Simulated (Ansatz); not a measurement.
The reference is AsP in the rock salt structure (space group Fm-3m, No. 225; a = 5.171 Å; a hypothetical phase, not in the database extracts checked; relaxed with 0.1 eV smearing). Axes: x, y, z lie along the cube axes.

Calculations: r2SCAN (Ansatz, a program for electronic structure), no SOC.

A first run, uniaxial strain ε_xx = +1.47 %, gives secant values C11 ≈ 220 GPa and C12 ≈ 26 GPa from its stress. A second run applies isotropic strain −1.17 %.

### Question
What does linear elasticity predict for the bulk modulus −ΔP/(ΔV/V₀) in the second run, and what does the run give?

### Answer
Linear elasticity: (C11 + 2 C12)/3 = 91 GPa. The run gives 110 GPa; any difference comes from nonlinear terms at these strains and numerical noise.

Whether these cells are dynamically stable was not tested. The final runs are not spin-polarised.
